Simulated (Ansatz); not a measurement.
## WSi2: response to strain

Base system: WSi2 (space group I4/mmm, No. 139; a = 3.185 Å, c = 7.773 Å; relaxed with 0.1 eV smearing). Axes: x, y, z lie along a, b, c of the conventional cell.

Strains are applied to the cell and any free atomic positions relax.

The values are results of LDA/PAW in Ansatz (an electronic-structure program), no spin-orbit coupling, not measurements.

Notes on the quantities. pressure: mean of the normal stresses, compression positive; energy relative to the base: free energy F.

```csv
case,pressure,energy relative to the base,shortest interatomic distance
base,0.0 GPa,0 meV/atom,4.858 bohr
uniaxial strain ε_xx = −3.00 %,7.5 GPa,+18 meV/atom,4.849 bohr
uniaxial strain ε_xx = −2.50 %,6.2 GPa,(withheld),4.858 bohr
uniaxial strain ε_xx = −2.00 %,4.9 GPa,+7.7 meV/atom,4.866 bohr
uniaxial strain ε_xx = −1.50 %,3.6 GPa,+4.3 meV/atom,4.865 bohr
uniaxial strain ε_xx = −1.00 %,2.4 GPa,+1.9 meV/atom,4.862 bohr
uniaxial strain ε_xx = −0.50 %,1.2 GPa,(withheld),4.860 bohr
uniaxial strain ε_xx = +1.50 %,-3.3 GPa,+4.0 meV/atom,4.851 bohr
uniaxial strain ε_xx = +2.00 %,-4.3 GPa,(withheld),4.849 bohr
uniaxial strain ε_xx = +2.50 %,(withheld),+11 meV/atom,4.847 bohr
```

Q: Fill in the withheld entries from the trend.

A: 
- uniaxial strain ε_xx = −2.50 %, energy relative to the base: +12 meV/atom
- uniaxial strain ε_xx = −0.50 %, energy relative to the base: +0.5 meV/atom
- uniaxial strain ε_xx = +2.00 %, energy relative to the base: +7.1 meV/atom
- uniaxial strain ε_xx = +2.50 %, pressure: -5.3 GPa

Whether these cells are dynamically stable was not tested. The final runs are not spin-polarised.
